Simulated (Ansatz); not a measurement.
An Ansatz (a first-principles code) run: Ag with a change (uniaxial strain ε_zz = +1.50 %); r2SCAN (Ansatz), scalar-relativistic without spin-orbit coupling.

Input:

Ansatz 0.2 input:
```yaml
crystal:
  lattice:
    - [0, 2.0521430473, 2.082925193]
    - [2.0521430473, 0, 2.082925193]
    - [2.0521430473, 2.0521430473, 0]
  atoms:
    - { symbol: Ag, position: [0, 0, 0] }
basis: { ecutwfc: 500, ecutrho_ratio: 4, xc_grid: 4, fft_grid_basis: typed }
kpoints: { mp_grid: { grid: [28, 28, 28] } }
hamiltonian:
  xc: r2scan
  dispersion: none
  pseudopotentials: { kind: paw }
scf: { occupations: { method: fermi_dirac, width: 0.1 }, convergence: { dr2_threshold: 0.0000000001 } }
relax: { f_tol: 0.005, max_steps: 50 }
output: { forces: true, stress: true }
checkpoint: { write: state.ck, write_every: 1000 }
```

Output (explanatory and most iteration lines left out):

```
Relaxation: its limit of steps is 50 (relax.max_steps)
Pseudopotential: Ag, paw, valence charge 19
Crystal: 1 atoms, lattice volume = 17.544 Å³
Basis set: ecut = 500 eV, 459 PW (Γ), exchange–correlation on 96×96×96 points (64 copies of the dense FFT grid, shifted against one another)
Bands: 14, of which v1, the nominal top of the filled ones, is band 10 counted from 1 (9 counted from 0)
Symmetry: 16 space group operations
Space group: I4/mmm (ITA 139), of the structure as read, at distance tolerance 2.6e-5 Å
k-points: 1639 of 21952
Functional: x = r2scan, c = r2scan; τ floored in thin density (d = 2e-4 eV/Å³)
SCF iter   1: F=—  HF=-7603.951417 eV  |F-HF|=—  |Δ(HF+E_count)|=         —  Δρ=1.08e-2  dr2=1.91e-2  dr2_τ=5.73e-4  ethr=1.77e-3  ⟨swp⟩=4.6  Hψ=117374  notcnv=0
SCF iter   2: F=—  HF=-7603.947720 eV  |F-HF|=—  |Δ(HF+E_count)|=   3.70e-3  Δρ=5.38e-3  dr2=3.50e-3  dr2_τ=4.57e-4  ethr=1.00e-4  ⟨swp⟩=1.0  Hψ=36061  notcnv=0
SCF 1 converged in 7 iterations: F = -7603.947898 eV  dr2 = 2.69e-11
relax step   1: F+E_penalty+E_count = -7603.94789836 eV  Δ(F+E_penalty+E_count) = +0.000e0 eV  max|allowed force component| = 0.000e0 eV/Å  Δτ_max = 0.0000 Å  (7 SCF iters, accepted)
Crystal: 1 atoms, lattice volume = 17.544 Å³
SCF iter   1: F=—  HF=-7603.947898 eV  |F-HF|=—  |Δ(HF+E_count)|=         —  Δρ=5.73e-7  dr2=2.69e-11  dr2_τ=7.59e-12  ethr=1.00e-12  ⟨swp⟩=2.1  Hψ=132396  notcnv=0  defer=251
SCF iter   2: F=-7603.947898 eV  HF=-7603.947898 eV  |F-HF|=2.55e-11  |Δ(HF+E_count)|=  6.91e-11  Δρ=3.21e-7  dr2=1.01e-11  dr2_τ=5.17e-13  ethr=1.00e-12  ⟨swp⟩=3.5  Hψ=61933  notcnv=0
SCF 2 converged in 2 iterations: F = -7603.947898 eV  dr2 = 1.01e-11
SCF converged after 2 iterations
Free energy (F): -7603.947898 eV
Internal energy: -7603.939586 eV  (E = F + TS)
E sigma→0 (E₀):  -7603.943742 eV
Entropy (-TS):   -0.008312 eV (-8.312 meV/atom)
Fermi energy:    16.781253 eV
--- Forces (eV/Å), atoms counted from 1 ---
  atom   1  Ag     0.00000000     0.00000000    -0.00000000
--- Stress (GPa, compression-positive) ---
       -1.302581       0.000000       0.000000
        0.000000      -1.302581       0.000000
        0.000000       0.000000      -1.773985
  P = ⅓ Tr σ = -1.4597 GPa (-14.597 kbar)
--- Relaxed structure (1 steps of the walk, 1 accepted, 0 SCFs on fresh bases) ---
  atoms:
    - { symbol: Ag, position: [0.0, 0.0, 0.0] }
```

Stability against distortions was not tested. The cell was made from Ag in the fcc (Cu type) structure (space group Fm-3m, No. 225) by this change: uniaxial strain ε_zz = +1.50 %.
